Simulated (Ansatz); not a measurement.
The starting structures come from a database of crystals and need not be the phases stable at ambient conditions.

By PBEsol, the system below comes out a metal.

Crystal: LaC2 (I4/mmm, not sure to be the ambient phase, 3 atoms a cell, 17.1 Å³ an atom, -3 GPa at this level); planes in its conventional cell.

All values below come from PBEsol (plane waves, PAW; Ansatz, a first-principles code).

Ballistic conductance counts the channels of both spins, as a mean over 0.1 eV about the Fermi level; spin-orbit coupling is left out.

```csv
plane,area (Å²),G/A (10¹⁵ S/m²)
(001),15.6,0.70
(100),26.0,___
(110),18.4,___
```

Task: Some entries are withheld; supply them.

Result: 
- (100), G/A (10¹⁵ S/m²): 0.57
- (110), G/A (10¹⁵ S/m²): 0.53
